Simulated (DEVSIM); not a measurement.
System: abrupt Si p-n junction, at 300 K.

Layer 1 from the left is Si, thickness (μm) 2.70, Na (cm⁻³) 5e18, τn (s) 5.4e-6, τp (s) 5.4e-6. Layer 2 from the left is Si, thickness (μm) 210, Nd (cm⁻³) 1.5e15, τn (s) 5.4e-6, τp (s) 5.4e-6.

Left contact: ohmic. Right contact: ohmic. Voltage is applied to the left contact. Recombination: SRH at mid-gap, Auger. Mobility is constant in doping.

The device is made up for the run: typed textbook-type constants, with dimensions and the other settings drawn at random. Values at 300 K.

Si: gap (eV) 1.124, affinity (eV) 4.05, permittivity 11.7, Nc (cm⁻³) 2.86e19, Nv (cm⁻³) 3.1e19, μn (cm²/Vs) 1417, μp (cm²/Vs) 470, Cn (cm⁶/s) 2.8e-31, Cp (cm⁶/s) 9.9e-32.

Model (solved in DEVSIM): 1D drift-diffusion, Boltzmann statistics, complete ionisation; no tunnelling, impact ionisation, image-force lowering or self-heating.

Q: What does the simulation give for the dark forward voltage at 1 A/cm², the dark forward voltage at 100 A/cm², the largest field in the device at zero bias?

A: dark forward voltage at 1 A/cm² 0.683 V; dark forward voltage at 100 A/cm² 1.071 V; largest field in the device at zero bias 120000 V/cm.
